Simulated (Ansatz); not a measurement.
**PbO2 under a change: isotropic strain +2.94 %**

Start from PbO$_{2}$ (space group Pnma, No. 62; a = 8.126 Å, b = 3.504 Å, c = 5.641 Å; a cell from a computed database, its experimental status unchecked).

The change: the cell is scaled by 1.0294 in all directions, atoms relaxed at fixed cell.

Calculations: PBEsol/PAW in Ansatz (a program for electronic structure), no spin-orbit coupling. k-mesh 5×11×7 (Γ-centred); smearing 0.05 eV (Fermi–Dirac).

```json
[
 {"quantity": "space group", "base": "Pnma (No. 62)", "changed": "Pnma (No. 62)", "shift": "–"},
 {"quantity": "shortest interatomic distance", "base": "2.206 Å", "changed": "2.218 Å", "shift": "+0.012 Å"},
 {"quantity": "energy relative to the base (free energy F)", "base": "0 meV/atom", "changed": "+29 meV/atom", "shift": "+29 meV/atom"},
 {"quantity": "pressure (mean of the normal stresses, compression positive)", "base": "0.0 GPa", "changed": "-6.8 GPa", "shift": "-6.8 GPa"},
 {"quantity": "band gap", "base": "zero", "changed": "zero", "shift": "–"},
 {"quantity": "largest internal atomic displacement", "base": "–", "changed": "0.175 Å", "shift": "–"}
]
```

With Pb present, leaving out spin-orbit coupling can change the band edges. Stability against distortions was not tested. All final runs are without spin polarisation. A zero or small gap of PbO2 can be the functional's error rather than a property of the material.
